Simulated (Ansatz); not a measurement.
Effect of biaxial strain −3.58 %, plane normal [110], relaxed out of plane on NiO

Start from NiO in the rock salt structure (space group Fm-3m, No. 225; a = 4.1886 Å; ferromagnetic). Axes: x, y, z lie along the cube axes.

The change: compressive biaxial strain of 3.58 % in the plane normal to [110], as in epitaxy on a mismatched substrate; the out-of-plane cell vector and the atoms relax.

Method: r2SCAN, PAW, 500 eV (Ansatz, a program for electronic structure; without spin-orbit coupling). k-mesh 13×13×13 (Γ-centred); smearing 0.05 eV (Fermi–Dirac).

| quantity | base | changed | shift |
|---|---|---|---|
| volume per atom | 9.19 Å³ | 8.84 Å³ | -0.35 Å³ |
| shortest interatomic distance | 2.094 Å | 2.019 Å | -0.075 Å |
| energy relative to the base (free energy F) | 0 meV/atom | +28 meV/atom | +28 meV/atom |
| pressure (mean of the normal stresses, compression positive) | 0.0 kbar | 93.5 kbar | +93.5 kbar |
| band gap | 0.82 eV | 0.48 eV | -0.347 eV |
| gap character | – | indirect, S → Γ | – |
| smallest direct gap | 1.71 eV | 1.49 eV | -0.22 eV |
| magnetic state | ferromagnetic | ferromagnetic | – |
| largest site moment | 1.67 μB | 1.65 μB | -0.02 μB |
| out-of-plane strain | – | +3.49 % | – |
| ratio −ε⊥/ε∥ | – | 0.97 | – |

Stability against distortions was not tested. No Hubbard U is applied and the magnetic state is the run's own (NiO ferromagnetic); small cells can't hold the antiferromagnetic order that many such compounds have, so gaps and moments can be off. Where the two band edges lie in opposite spin channels, the gap is a spin-flip gap. In its common phase, real NiO is an antiferromagnetic insulator at low temperature. k-point labels follow each cell's own Brillouin zone.
